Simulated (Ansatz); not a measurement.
Structures of equal composition on the (0001) surface of 4H silicon carbide (Si plane on top): (√3x√3)R30° Ga adatom at H3; (√3x√3)R30° Ga adatom at T4. The slabs share one bottom face, and each structure is named by its start. These are constructed structures in small cells; real faces may alloy, dewet or reconstruct in larger ones, and not all known structures of the face are among them. Slabs of about 10 Å, Fermi-Dirac smearing of 0.025 eV. Bottom of the slabs: H caps. Relaxed from the named starts with such symmetry as they have, on meshes of like density; energies extrapolated to zero smearing; spin only where a row says so; no spin-orbit coupling, no U. Brackets mark spin-polarised runs, whose order is one that fits the cell. Where a second, spin-polarised start was run, the lower counts.

Computed with PBE (plane waves to 420 eV, PAW; Ansatz, a first-principles code).

Problem. Put the candidates in order of energy per 1x1 cell, lowest first, for PBE.

Solution. (√3x√3)R30° Ga adatom at T4 (0.000 eV, gap 1.65 eV on the mesh), (√3x√3)R30° Ga adatom at H3 (0.169 eV, gap 1.23 eV on the mesh)
